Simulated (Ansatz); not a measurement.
Ni₃Al (Fm-3m, No. 225, 4 atoms in the cell; start mp-672232; a measured phase of this formula has another space group) was calculated with r²SCAN (PAW; Ansatz, a program for electronic structure).

Settings: plane-wave cutoff 560 eV, 18×18×18 k mesh, Fermi–Dirac smearing 0.05 eV, no spin polarisation, scalar-relativistic PAW data made under PBE.

Cell (relaxed at this level):

```xyz
4
Lattice="0.0000 2.8026 2.8026 2.8026 0.0000 2.8026 2.8026 2.8026 0.0000" Properties=species:S:1:pos:R:3 pbc="T T T"
Al     2.8026     2.8026     2.8026
Ni     1.4013     1.4013     1.4013
Ni     4.2039     4.2039     4.2039
Ni     0.0000     0.0000     0.0000
```

### Question
Give the computed bulk modulus.

### Answer

- bulk modulus = 202 GPa

Note: the run has no spin polarisation, so it can have missed a magnetic state; the bulk modulus is −V dP/dV from two relaxed cells at ±2 % in volume; the relaxation could not lower the start's symmetry, so the cell can be a saddle point above a distorted one.

The computed numbers hold no vibrational or temperature effects.

A start named mp-… is a Materials Project structure, which need not be a measured phase.
